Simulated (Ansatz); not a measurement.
The parent structure is MoS2 (space group P6_3/mmc, No. 194; a = 3.1090 Å, c = 11.7090 Å; layered, stacked along the Cartesian z axis).

The values are results of PBEsol-D3(BJ) (Ansatz, a first-principles code; PAW; 420 eV plane waves; spin-orbit coupling left out), not measurements.

One change was made to it. Results:

The lattice parameter a rises by 0.009 Å to 3.118 Å; the band gap increases by 0.072 eV to 0.60 eV; the width of the top valence band drops by 0.05 eV, from 1.88 eV to 1.83 eV; the gap character stays indirect, Γ → K–Γ (44 % along).

Problem. What was done to the base?
A. pressure 0.3 GPa
B. pressure −2 GPa
C. pressure −1 GPa

Solution. C, pressure −1 GPa. For comparison, the band gap in the other runs: pressure 0.3 GPa gives 0.50 eV; pressure −2 GPa gives 0.69 eV.

Load acts through the strain it causes; cell and atoms are relaxed under it. Whether these cells are dynamically stable was not tested.
